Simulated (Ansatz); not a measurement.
## C: C → Sn

Start from C in the diamond structure (space group Fd-3m, No. 227; a = 3.572 Å).

Now apply this change: every C is replaced by Sn, then cell and atoms are relaxed.

Level of theory: PBE/PAW in Ansatz (an electronic-structure program), without spin-orbit coupling, earlier PAW set. Settings: 12×12×12 k-points, 0.05 eV Fermi–Dirac smearing, for the changed cell.

```csv
quantity,base,changed,shift
volume per atom,5.70 Å³,36.85 Å³,+31.159 Å³
lattice parameter a,3.572 Å,6.656 Å,+3.084 Å
space group,Fd-3m (No. 227),Fd-3m (No. 227),–
shortest interatomic distance,1.547 Å,2.882 Å,+1.335 Å
band gap,4.13 eV,zero,–
```

Cost of the whole job for the changed cell (relaxation, final SCF and bands): about 40 core-seconds (a rough figure).

Stability against distortions was not tested.
